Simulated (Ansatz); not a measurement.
Ansatz (a first-principles code) run on LiTaF6 (R-3, 8 atoms in the cell): self-consistent single point.

Method: PBEsol+U, PAW files made with PBE (plane waves; Ansatz).

```xyz
8
Lattice="2.5847 1.4923 4.5260 -2.5847 1.4923 4.5260 0.0000 -2.9845 4.5260" Properties=species:S:1:pos:R:3 pbc="T T T"
Li     0.0000     0.0000     6.7890
Ta     0.0000     0.0000     0.0000
F      1.0449    -1.2339     7.9478
F     -1.0449     1.2339     5.6302
F      0.5461     1.5219     7.9478
F     -0.5461    -1.5219     5.6302
F     -1.5911    -0.2880     7.9478
F      1.5911     0.2880     5.6302
```

Reference input (self-consistent single point, DFT, PBEsol, plane waves, PAW files made with PBE): kpoints.mp_grid.grid = 6 6 6; hamiltonian.xc = pbesol; hamiltonian.pseudopotentials = {kind: paw} (the program's default PAW files); scf.occupations.method = fixed. This run's input differs from it in these lines:

Ansatz 0.2 input:
```diff
@@ -23,2 +23,6 @@
     kind: paw
+  hubbard:
+    sites:
+      - { species: Ta, l: d, u_eff: 2.0 }
+    projectors: ortho-atomic
 scf:
```

The program printed (abridged):

```
SCF iter   1: F=—  HF=-14821.635204 eV  |F-HF|=—  |Δ(HF+E_count)|=         —  Δρ=6.65e-2  dr2=5.53e0  ethr=3.10e-3  ⟨swp⟩=4.0  Hψ=4987  notcnv=0  defer=196
all-band conjugate gradients solve this SCF's bands
preconditioner: auto → Resta (q_TF=auto, 2.472 Å⁻¹)
SCF iter   2: F=—  HF=-14820.528440 eV  |F-HF|=—  |Δ(HF+E_count)|=    1.11e0  Δρ=3.19e-2  dr2=8.76e-1  ethr=3.10e-3  ⟨swp⟩=3.0  Hψ=3257  notcnv=0  defer=181
   [... lines left out ...]
SCF iter   6: F=—  HF=-14820.409816 eV  |F-HF|=—  |Δ(HF+E_count)|=   1.96e-3  Δρ=2.23e-4  dr2=8.30e-5  ethr=2.24e-6  ⟨swp⟩=2.0  Hψ=2606  notcnv=0  defer=221
SCF iter   7: F=—  HF=-14820.409933 eV  |F-HF|=—  |Δ(HF+E_count)|=   1.17e-4  Δρ=3.22e-5  dr2=1.24e-6  ethr=1.43e-7  ⟨swp⟩=2.0  Hψ=2103  notcnv=0  defer=183
SCF iter   8: F=—  HF=-14820.409939 eV  |F-HF|=—  |Δ(HF+E_count)|=   5.54e-6  Δρ=9.65e-6  dr2=1.48e-7  ethr=1.72e-10  ⟨swp⟩=12.3  Hψ=7850  notcnv=0
SCF iter   9: F=-14820.409939 eV  HF=-14820.409939 eV  |F-HF|=8.62e-10  |Δ(HF+E_count)|=   1.35e-7  Δρ=1.51e-6  dr2=2.15e-9  ethr=1.72e-10  ⟨swp⟩=5.0  Hψ=5577  notcnv=0
SCF 1 converged in 9 iterations: F = -14820.409939 eV  dr2 = 2.15e-9
Free energy (F): -14820.409939 eV
Internal energy: -14820.409939 eV  (E = F + TS)
E sigma→0 (E₀):  -14820.409939 eV
Fermi energy:    0.287323 eV
--- Forces (eV/Å), atoms counted from 1 ---
  atom   1  Li     0.00000000     0.00000000    -0.00000000
  atom   2  Ta    -0.00000000     0.00000000     0.00000000
  atom   3  F      0.13196848    -0.04111270     0.09700127
  atom   4  F     -0.13196848     0.04111270    -0.09700127
  atom   5  F     -0.03037959     0.13484441     0.09700127
  atom   6  F      0.03037959    -0.13484441    -0.09700127
  atom   7  F     -0.10158889    -0.09373170     0.09700127
  atom   8  F      0.10158889     0.09373170    -0.09700127
--- Stress (GPa, compression-positive) ---
        0.502174      -0.000002      -0.000000
        0.000002       0.502174      -0.000000
       -0.000000      -0.000000       0.535438
  P = ⅓ Tr σ = 0.5133 GPa (5.133 kbar)
  The stress holds the Pulay correction. Without it, at fixed plane waves, as pw.x and ABINIT print it: P = 0.0881 GPa
Occupation matrices written to occupation_matrices
```

The run converged in 9 iterations. Against the reference run the pressure goes from 0.03 to 0.51 GPa, the largest force goes from 0.250 to 0.169 eV/Å and the gap on the mesh goes from 6.453 to 6.614 eV.

The starting cell comes from a database of computed structures (which also holds hypothetical and non-ambient phases and stackings), without a prior relaxation at this level. Spin-orbit coupling is off. Spin polarisation is off. The U value is a test value, and with U on an open shell several self-consistent states can exist. Ansatz's pressure includes its estimate of the finite-basis (Pulay) stress.
